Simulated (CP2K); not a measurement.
CP2K is run on Ca3Hg (Pm-3m, 4 atoms in the cell), and the run fails. The aim is a self-consistent single point with DFT LDA (Pade form), GPW, DZVP-MOLOPT-SR-GTH basis, GTH-PADE potentials (GTH_POTENTIALS).

Cell that was meant: a = 5.1002 Å, b = 5.1002 Å, c = 5.1002 Å, α = 90.00°, β = 90.00°, γ = 90.00°.

Part of the input:

```
      POTENTIAL GTH-PADE-q10
    &END KIND
    &KIND Hg
      BASIS_SET DZVP-MOLOPT-SR-GTH-q12
      POTENTIAL GTH-PADE-q2
    &END KIND
  &END SUBSYS
  &PRINT
```

Log, with long lists cut:

```
 GLOBAL| Method name                                                        CP2K
 GLOBAL| Project name                                                        run
 GLOBAL| Run type                                                   ENERGY_FORCE

 *******************************************************************************
 *   ___                                                                       *
 *  /   \                                                                      *
 * [ABORT]                                                                     *
 *  \___/    Basis-set and pseudo-potential of atomic kind 'Hg' were optimized *
 *    |                   for different valence electron numbers.              *
 *  O/|                                                                        *
 * /| |                                                                        *
 * / \                                                    qs_kind_types.F:2782 *
 *******************************************************************************

 ===== Routine Calling Stack =====

            3 read_qs_kind
            2 create_qs_kind_set
            1 CP2K
Abort(1) on node 0 (rank 0 in comm 0): application called MPI_Abort(MPI_COMM_WORLD, 1) - process 0
```

Q: Read the log: what does the program object to, and what is the fix?

A: The fault is a basis and a potential made for different valence counts; here the program stops on it instead of giving results. To fix it, match the valence of basis and potential. The program stopped before any SCF iteration.

The sound input it was made from differs as follows (other fixes are possible):
```diff
-      BASIS_SET DZVP-MOLOPT-SR-GTH-q12
-      POTENTIAL GTH-PADE-q2
+      BASIS_SET DZVP-MOLOPT-SR-GTH
+      POTENTIAL GTH-PADE-q12
```

With that input, the run converged in 14 iterations: free energy E − TS -4119.5724 eV; Fermi level (on the code's own zero) 5.26 eV; pressure -2.21 GPa (DFT LDA (Pade form), GPW, DZVP-MOLOPT-SR-GTH basis, GTH-PADE potentials (GTH_POTENTIALS)).

On the sound input: the starting cell comes from a database of computed structures (which also holds hypothetical and non-ambient phases and stackings), without a prior relaxation at this level. Values carry the incompleteness of an atom-centred basis.
